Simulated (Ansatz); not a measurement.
Results of LDA in Ansatz (plane waves, PAW) for 1T (CdI2-type) PtTe2.

Numerical settings: plane-wave cutoff 520 eV, 18×18×10 k mesh (along the axes of the cell as run), Fermi–Dirac smearing 0.05 eV, scalar-relativistic PAW data made under PBE.

Starting structure:

```xyz
3
Lattice="4.0300 0.0000 0.0000 -2.0150 3.4901 0.0000 0.0000 0.0000 5.2200" Properties=species:S:1:pos:R:3 pbc="T T T"
Te     0.0000     2.3267     1.3259
Te     2.0150     1.1634     3.8941
Pt     0.0000     0.0000     0.0000
```

Problem. Into what structure does the relaxation of cell and atoms lead at this level, with the symmetry of the start kept?

Solution. The volume drops by 2.9 %; final space group P-3m1.
```xyz
3
Lattice="4.0195 0.0000 0.0000 -2.0097 3.4810 0.0000 0.0000 0.0000 5.0953" Properties=species:S:1:pos:R:3 pbc="T T T"
Te     0.0000     2.3207     1.3405
Te     2.0097     1.1603     3.7549
Pt     0.0000     0.0000     0.0000
```

Ansatz is a quantum-chemistry and plane-wave program.
